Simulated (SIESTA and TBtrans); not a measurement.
Ge chain with one bond stretched by 0.6 Å

Device: Ge chain with one bond stretched by 0.6 Å. Leads: straight Ge chain, spacing 2.28 Å. Geometry: as built, not relaxed.

Method: SIESTA and TBtrans, PBE, DZP numerical orbitals (energy shift 0.15 eV), PseudoDojo norm-conserving scalar-relativistic potentials, mesh cutoff 200 Ry, 300 K, no spin polarisation, no spin-orbit coupling; Hamiltonian of a periodic supercell, shifted onto the leads' potential, zero bias.

```
Item                               Value
---------------------------------  -----
Conductance at 300 K (G0 = 2e²/h)   2.18
Mean T from −0.5 to 0.5 eV          2.08
```

Energies count from the leads' Fermi level. Transmissions are for one spin of a degenerate pair. The energy step is 0.01 eV; narrower resonances are cut or missed.

| E (eV) | T | lead channels |
|---|---|---|
| -2.00 | 0.58 | 1 |
| -1.90 | 0.60 | 1 |
| -1.80 | 0.62 | 1 |
| -1.70 | 0.64 | 1 |
| -1.60 | 0.65 | 1 |
| -1.50 | 0.66 | 1 |
| -1.40 | 0.67 | 1 |
| -1.30 | 0.72 | 3 |
| -1.20 | 0.89 | 3 |
| -1.10 | 1.04 | 3 |
| -1.00 | 1.15 | 3 |
| -0.90 | 1.25 | 3 |
| -0.80 | 1.35 | 3 |
| -0.70 | 1.48 | 3 |
| -0.60 | 1.62 | 3 |
| -0.50 | 1.76 | 3 |
| -0.40 | 1.90 | 3 |
| -0.30 | 2.02 | 3 |
| -0.20 | 2.10 | 3 |
| -0.10 | 2.16 | 3 |
| 0.00 | 2.18 | 3 |
| 0.10 | 2.18 | 3 |
| 0.20 | 2.15 | 3 |
| 0.30 | 2.12 | 3 |
| 0.40 | 2.07 | 3 |
| 0.50 | 2.02 | 3 |
| 0.60 | 1.98 | 3 |
| 0.70 | 1.94 | 3 |
| 0.80 | 1.90 | 3 |
| 0.90 | 1.87 | 3 |
| 1.00 | 1.86 | 3 |
| 1.10 | 1.84 | 3 |
| 1.20 | 1.84 | 3 |
| 1.30 | 1.84 | 3 |
| 1.40 | 1.85 | 3 |
| 1.50 | 1.86 | 3 |
| 1.60 | 1.88 | 3 |
| 1.70 | 1.90 | 3 |
| 1.80 | 1.92 | 3 |
| 1.90 | 1.94 | 3 |
| 2.00 | 1.96 | 3 |

The straight chain is held at its spacing; free chains may zigzag or dimerise. No spin-polarised start was tried, so a magnetic state, if there is one, is missed.
